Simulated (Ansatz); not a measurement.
A computed series for TiO2: pressure series

Consider TiO₂ in the anatase structure (space group I4_1/amd, No. 141; a = 3.7988 Å, c = 9.7008 Å).

Cell and atoms are relaxed at each pressure.

The values are results of PBE (Ansatz, an electronic-structure program, PAW, no SOC), not measurements.

```csv
pressure (GPa),volume per atom (Å³/atom)
-2,11.803
-1,11.734
0,11.666
1.8,?
4.2,11.395
9,11.107
18,10.617
30,10.054
```

Fit the third-order Birch–Murnaghan form P(V) = (3B₀/2)[(V₀/V)^(7/3) − (V₀/V)^(5/3)]·[1 + (3/4)(B₀′ − 4)((V₀/V)^(2/3) − 1)] (squares taken in P) to the rows shown and predict the withheld row.

Least squares on the printed values gives V₀ = 11.666 Å³/atom, B₀ = 173 GPa, B₀′ = 2.3; this predicts 11.547 Å³/atom, and the run gives 11.547 Å³/atom, in agreement.

Load acts through the strain it causes; cell and atoms are relaxed under it. Whether these cells are dynamically stable was not tested. Competing high-pressure phases were not computed. All final runs are without spin polarisation.
